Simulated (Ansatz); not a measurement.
We consider LaN (P6₃mc, No. 186, 4 atoms in the cell; start mp-567290; a measured phase of this formula has another space group), described by dielectric-dependent PBEsol hybrid in Ansatz (PAW).

Input file:

Ansatz 0.2 input:
```yaml
crystal:
  lattice:
    - [4.1153921133, 0.0, 0.0]
    - [-2.0576960567, 3.5640341167, 0.0]
    - [0.0, 0.0, 5.8109125946]
  atoms:
    - { symbol: La, position: [0.3333333333, 0.6666666667, 0.994940258] }
    - { symbol: La, position: [0.6666666667, 0.3333333333, 0.494940258] }
    - { symbol: N, position: [0.3333333333, 0.6666666667, 0.415059742] }
    - { symbol: N, position: [0.6666666667, 0.3333333333, 0.915059742] }
  host: atoms
basis:
  ecutwfc: 460
  ecutrho_ratio: 4
  xc_grid: 2
kpoints:
  mp_grid: { grid: [9, 9, 4] }
hamiltonian:
  xc:
    exchange: pbesol
    correlation: pbesol
    exx: { coeff: inverse_dielectric }
  dispersion: none
  pseudopotentials: { azcp: { folder: ./paw }, kind: paw }
scf:
  occupations: { method: fermi_dirac, width: 0.01 }
  convergence: { dr2_threshold: 0.0000000004 }
output:
  forces: true
  stress: true
  eigenvalues: true
```

Output (set-up and result lines):

```
WARN output.stress: scf.exx.energy_threshold = 1e-6 eV is looser than the 4e-8 eV advised for a stress under a hybrid functional (1e-8 eV for each atom of the …
Crystal: 4 atoms, lattice volume = 85.231 Å³
Basis set: ecut = 460 eV, 1911 PW (Γ), exchange–correlation on 60×60×90 points (8 copies of the dense FFT grid, shifted against one another)
Bands: 20, of which v1, the nominal top of the filled ones, is band 16 counted from 1 (15 counted from 0)
Symmetry: 12 space group operations
Space group: P63mc (ITA 186), of the structure as read, at distance tolerance 4.4e-5 Å
k-points: 36 of 324 (time reversal used)
Initial density: superposition of atomic densities (chi_scale 0.1, normalization cell, long waves kept (reshape's long-wave potential 0.00 eV rms))
SCF iter   1: F=—  HF=-13085.659613 eV  |F-HF|=—  |Δ(HF+E_count)|=         —  Δρ=4.63e-2  dr2=3.45e0
SCF iter   2: F=—  HF=-13085.877516 eV  |F-HF|=—  |Δ(HF+E_count)|=   2.18e-1  Δρ=6.37e-2  dr2=3.45e0
  ...
Crystal: 4 atoms, lattice volume = 85.231 Å³
Initial density: handed on by an earlier stage of this run
Functional: x = 0.8631673612015741 pbesol(κ = 0.804, μ = 0.12345679012345678) + 0.13683263879842586 exact, c = pbesol(β = 0.046)
Crystal: 4 atoms, lattice volume = 85.231 Å³
SCF iter   6: F=—  HF=-13117.931168 eV  |F-HF|=—  |Δ(HF+E_count)|=   1.83e-7  Δρ=6.08e-6  dr2=4.52e-8
SCF iter   7: F=-13117.931168 eV  HF=-13117.931168 eV  |F-HF|=3.09e-11  |Δ(HF+E_count)|=   1.22e-8  Δρ=3.53e-7  dr2=3.02e-10
SCF 3 converged in 7 iterations: F = -13117.931168 eV  dr2 = 3.02e-10
Free energy (F): -13117.931168 eV
Internal energy: -13117.931168 eV  (E = F + TS)
E sigma→0 (E₀):  -13117.931168 eV
Fermi energy:    10.262157 eV
--- Forces (eV/Å), atoms counted from 1 ---
  atom   1  La     0.00000000     0.00000000     0.00665450
  atom   2  La    -0.00000000    -0.00000000     0.00665450
  atom   3  N      0.00000000    -0.00000000    -0.00663327
  atom   4  N      0.00000000     0.00000000    -0.00663327
--- Stress (GPa, compression-positive) ---
       -0.017982       0.000000       0.000000
       -0.000000      -0.017982       0.000000
        0.000000       0.000000      -0.217270
  P = ⅓ Tr σ = -0.0844 GPa (-0.844 kbar)
```

The PAW data were made under PBE.

The result took very roughly 8 core-minutes.

A start named mp-… is a Materials Project structure, which need not be a measured phase.

Ansatz is an electronic-structure program.
